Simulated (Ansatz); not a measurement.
Bond-angle distributions (per cent of the angles at each element, bins of 10°) of a relaxed model of amorphous Si$_{30}$N$_{45}$Nb$_{3}$ at 3.27 g/cm³. The numbers are results of PBE, scalar-relativistic without spin-orbit coupling (plane waves to 420 eV, PAW; Ansatz, a quantum-chemistry and plane-wave program), not measurements.

The cell was made by melting and quenching with the CHGNet potential and then relaxed with DFT. N atoms were pushed apart under 1.9 Å during the dynamics, to hinder bonds among them. The hot cell started wider than the set density and was brought back towards it in steps. It is the lowest in DFT energy of 2 quenches. It is a model cell: composition and starting density were chosen by hand, and all elements were melted together. No dispersion term was used. Its density started from a set value of 3.27 and ended at 3.27 g/cm³. Cooling (nominally 380 K/ps over its main leg) ran many orders faster than in experiment, which tends to leave more defects and strain. Values belong to this one cell and scatter from quench to quench. Volume and shape were free in the relaxation. On a 2×2×2 Γ-centred mesh force components of up to 0.19 eV/Å stay, since the relaxation ran on the zone centre alone.

Neighbours within Si-Si 2.60 Å, Si-N 2.10 Å, Si-Nb 2.78 Å, N-N 1.70 Å, N-Nb 2.58 Å, Nb-Nb 3.12 Å count as bonded. Two cations that share two anions don't count as bonded, nor two that share one unless they lie closer than Si-Si 2.38 Å, Si-Nb 2.71 Å, Nb-Nb 3.04 Å.

```csv
angle (°),at Si,at N,at Nb
50-60,0,0,0
60-70,0,0,3
70-80,0,0,10
80-90,8,7,13
90-100,13,12,23
100-110,35,13,17
110-120,26,28,0
120-130,13,22,20
130-140,3,11,3
140-150,2,6,7
150-160,0,1,3
160-170,1,0,0
170-180,0,0,0
```

They go with these counts of neighbours within the cut-offs, cation contacts included: Si mean 4.0, most often 4; N mean 3.0, most often 3; Nb mean 5.0, most often 5.
